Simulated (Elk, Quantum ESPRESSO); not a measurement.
An Elk input for a self-consistent single point of YbP₂Ru₂ (I4/mmm, 5 atoms in the cell) (DFT, LDA (PW92), all-electron FP-LAPW, Elk's shipped species files, default APW+lo basis):

```
tasks
  0

swidth
  0.00367493

maxscl
  100

avec
   -3.7672370596    3.7672370596    8.8992721209
    3.7672370596   -3.7672370596    8.8992721209
    3.7672370596    3.7672370596   -8.8992721209

atoms
  3
  'Yb.in'
  1
  0.0000000000  0.0000000000  0.0000000000    0.0 0.0 0.0
  'P.in'
  2
  0.3699000000  0.3699000000  0.0000000000    0.0 0.0 0.0
  0.6301000000  0.6301000000  0.0000000000    0.0 0.0 0.0
  'Ru.in'
  2
  0.2500000000  0.7500000000  0.5000000000    0.0 0.0 0.0
  0.7500000000  0.2500000000  0.5000000000    0.0 0.0 0.0

ngridk
  7 7 7
```

**Question.** Write the same calculation as an input for Quantum ESPRESSO.

**Answer.** One input that does it (others would too):

```fortran
&control
 calculation = 'scf'
 outdir = './out'
 pseudo_dir = './'
 tprnfor = .true.
 tstress = .true.
/
&system
 ibrav = 7
 celldm(1) = 7.5344741192
 celldm(3) = 2.362280891842
 nat = 5
 ntyp = 3
 ecutwfc = 60
 ecutrho = 480
 occupations = 'smearing'
 smearing = 'fd'
 degauss = 0.0073499
 input_dft = 'pz'
/
&electrons
 conv_thr = 1.0d-10
 mixing_beta = 0.5
/
ATOMIC_SPECIES
Yb   173.0540  Yb.GGA-PBE-paw-v1.0.UPF
P     30.9738  P.pbe-n-rrkjus_psl.1.0.0.UPF
Ru   101.0700  Ru_ONCV_PBE-1.0.oncvpsp.upf
ATOMIC_POSITIONS crystal
Yb    0.0000000000    0.0000000000    0.0000000000
P     0.0000000000    0.3699000000    0.3699000000
P     0.0000000000    0.6301000000    0.6301000000
Ru   -0.5000000000    0.7500000000    0.2500000000
Ru   -0.5000000000    0.2500000000    0.7500000000
K_POINTS automatic
7 7 7  0 0 0
```

Basis settings and potentials, where a program has them, do not carry over. This input uses DFT, LDA (PZ), plane waves, SSSP 1.1.2 efficiency (PBE) pseudopotentials. LDA parametrisations can differ slightly between programs.

The starting cell comes from a database of computed structures (which also holds hypothetical and non-ambient phases and stackings), without a prior relaxation at this level. For this run, on top of that: lattice scaled by 0.98.
